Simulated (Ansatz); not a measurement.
**Li on the Mg site (Li_Mg) in rock-salt MgO**

Calculation: PBE, PAW (plane waves to 420 eV; Ansatz, a quantum-chemistry and plane-wave program). A 2×2×2 supercell of 64 sites was used; the energies come from a 2×2×2 shifted sampling of its zone. Site at the start: the Mg site. Energies of charged states are corrected for periodic images (point charge plus alignment at distant sites). Dielectric constants: PBE linear response of the host. Host gap at this level: 4.46 eV. These values are not converged in cell size to better than tenths of an eV. PBE underestimates the host's gap, which shifts levels and can delocalise carriers. Spin–orbit coupling is left out. Each state is the lowest found from its start.

Formation energies E_f are given with the Fermi level at the valence-band maximum. Chemical conditions: Mg-rich (Δμ(Mg) = 0.00 eV, Δμ(Li) = -0.076 eV, bounded by Li2O (Fm-3m); only phases computed here count, gases as isolated molecules at 0 K); O-rich (Δμ(Mg) = -5.37 eV, Δμ(Li) = -2.82 eV, bounded by Li2O2 (P6_3/mmc); only phases computed here count, gases as isolated molecules at 0 K). Reference phases: Li: bcc Li, Mg: hcp Mg.

```csv
charge,moment (μB),point group,largest move off a lattice site (Å),image correction with alignment (eV),"E_f, Mg-rich (eV)","E_f, O-rich (eV)"
+1†,not spin-polarised,–,0.05,-0.11,–,–
0†,1.0,–,0.05,0.00,3.37,0.74
−1,not spin-polarised,Oh,0.06,0.36,3.51,0.89
```

† Not settled in this cell, so no level is given: charge +1: a level filled in part, carriers not clearly localised, level within 0.1 eV of a band edge or past it; charge 0: a level filled in part, carriers not clearly localised.

Point groups are those of the whole cell at tolerances of 0.03 and 0.1 Å ("near" where only the looser one holds); none is given for unsettled states.

All states together cost around 29 core-minutes (rough).
